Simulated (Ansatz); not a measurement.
**Habitual settings against a tight run: LaZn4 (Cmcm, 10 atoms in the cell)**

Self-consistent single point.

```
LaZn4
1.0
    3.17017    -5.14650     0.00000
    3.17017     5.14650     0.00000
    0.00000     0.00000     6.10982
La Zn
2 8
Direct
  0.26583   0.73417   0.75000
  0.73417   0.26583   0.25000
  0.21881   0.21881   0.50000
  0.78119   0.78119   0.50000
  0.78119   0.78119   0.00000
  0.21881   0.21881   0.00000
  0.85313   0.14687   0.75000
  0.14687   0.85313   0.25000
  0.61030   0.38970   0.75000
  0.38970   0.61030   0.25000
```

Computed with PBEsol, PAW files made with PBE (plane waves; Ansatz, a program for electronic structure).

Base settings: basis.ecutwfc = 420 eV; kpoints.mp_grid.grid = 4 4 4; hamiltonian.xc = pbesol; hamiltonian.pseudopotentials = {kind: paw} (the program's default PAW files); scf.occupations.method = cold; scf.occupations.width = 0.1 eV.

Tight run (finer mesh or higher cutoff; not a proven limit): basis.ecutwfc: 420 eV → 590 eV; kpoints.mp_grid.grid: 4 4 4 → 6 6 6; scf.convergence.dr2_threshold: default (1e-07 eV) → 1e-09 eV. It gave Fermi level (on the code's own zero) 10.08 eV; pressure -4.09 GPa; largest force (vector length) 0.072 eV/Å.

Quick runs, as changes from the base:
- A: the base itself
- B: basis.ecutwfc: 420 eV → 250 eV; kpoints.mp_grid.grid: 4 4 4 → 6 6 6; hamiltonian.xc: pbesol → lda; kpoints.mp_grid.shift: default → 0.5 0.5 0.5 [LDA (PW92)]
- C: hamiltonian.xc: pbesol → lda; kpoints.mp_grid.shift: default → 0.5 0.5 0.5 [LDA (PW92)]
- D: basis.ecutwfc: 420 eV → 335 eV; kpoints.mp_grid.grid: 4 4 4 → 6 6 6; scf.occupations.method: cold → gaussian; scf.occupations.width: 0.1 eV → 0.2 eV
- E: basis.ecutwfc: 420 eV → 250 eV; kpoints.mp_grid.grid: 4 4 4 → 1 1 1; hamiltonian.xc: pbesol → lda; scf.occupations.width: 0.1 eV → 0.5 eV [LDA (PW92)]

Energies are extrapolated to zero smearing width, which holds to low order in the width alone.

Dashes: energy of B, C, E, another energy zero.

† marks runs with another functional, U, potentials or spin treatment: their distance from the tight run is not a convergence error alone.

The count of work is k-points × plane waves × bands × iterations; it is no time. 

Pressures in the table are Ansatz's without its Pulay estimate, at a fixed set of plane waves; the tight run's value above holds the estimate.

The starting cell comes from a database of computed structures (which also holds hypothetical and non-ambient phases and stackings), without a prior relaxation at this level. Its lattice was rescaled by a random factor within 2.5 % of one. In the base run, with a pressure of about -4 GPa the cell is away from its equilibrium volume at this level.

| run | energy less tight (meV/atom) | pressure less tight (GPa) | largest miss in a force vector (eV/Å) | count of work / tight |
|---|---|---|---|---|
| A | 1.4 | -0.11 | 0.022 | 0.19 |
| B† | – | -51.10 | 0.034 | 0.15 |
| C† | – | -2.75 | 0.070 | 0.12 |
| D | 12.8 | -1.17 | 0.026 | 0.34 |
| E† | – | -55.62 | 1.111 | 0.0042 |

Among the runs at the tight run's level, the energy misses run from 1.4 to 12.8 meV/atom.

Left out of this page: 1 run of the series outside the window shown, repeating another row's setting, or not comparable.

Keys are those of Ansatz 0.2.
